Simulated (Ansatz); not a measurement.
Structures of equal composition on the (110) surface of bcc Nb: a layer of Sc in place of the second plane; a layer of Sc in place of the third plane. The slabs share one bottom face, and each structure is named by its start. These are constructed structures in small cells; real faces may alloy, dewet or reconstruct in larger ones, and not all known structures of the face are among them. Slabs of about 12 Å with all that they carry, Fermi-Dirac smearing of 0.1 eV. Bottom of the slabs: a bare face, its two planes held. Relaxed from the named starts with such symmetry as they have, on meshes of like density; energies extrapolated to zero smearing; no spin-orbit coupling, no U. Spin-polarised runs, if any, are marked in brackets, and their order is one that fits the cell; the others ran without spin.

Calculation: PBE (plane waves to 420 eV, PAW; Ansatz, a program for electronic structure).

Rank these by energy per 1x1 cell (lowest first), as PBE gives it.

a layer of Sc in place of the third plane (0.000 eV), a layer of Sc in place of the second plane (0.111 eV)
